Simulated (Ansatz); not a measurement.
**YAs in the zinc blende structure (space group F-43m, No. 216; a hypothetical phase, not in the database extracts checked)**

YAs has the cubic space group F-43m (No. 216), the zinc blende structure, Pearson symbol cF8. Conventional cell: a = 6.391 Å, b = 6.391 Å, c = 6.391 Å, α = 90.00°, β = 90.00°, γ = 90.00°. As on 4c has 4 Y at 2.767 Å (tetrahedral). Y on 4a sees 4 As at 2.767 Å (tetrahedral). (Neighbours: up to the widest gap in distance over summed covalent radii, below 1.35, at either atom; cation-cation and far metal-metal contacts left out.)
(The calculation used a cell of 2 atoms; values per cell refer to that cell.)

Calculations: PBEsol (Ansatz, an electronic-structure program, PAW, no spin-orbit coupling). Γ-centred 9×9×9 mesh, Fermi–Dirac width 0.05 eV.

```json
{
  "volume_per_atom": "32.63 Å³",
  "density": "4.17 g/cm³",
  "band_gap": "1.48 eV, direct at X",
  "Lowest conduction-band minima above the VBM": "X along ⟨100⟩ 1.48 eV; Γ 2.52 eV; a point along ⟨110⟩, about 0.6 Å⁻¹ from Γ 2.77 eV",
  "total_energy": "-4305.012 eV/atom (σ→0; compares only within this code and set-up)"
}
```

Whether these cells are dynamically stable was not tested.
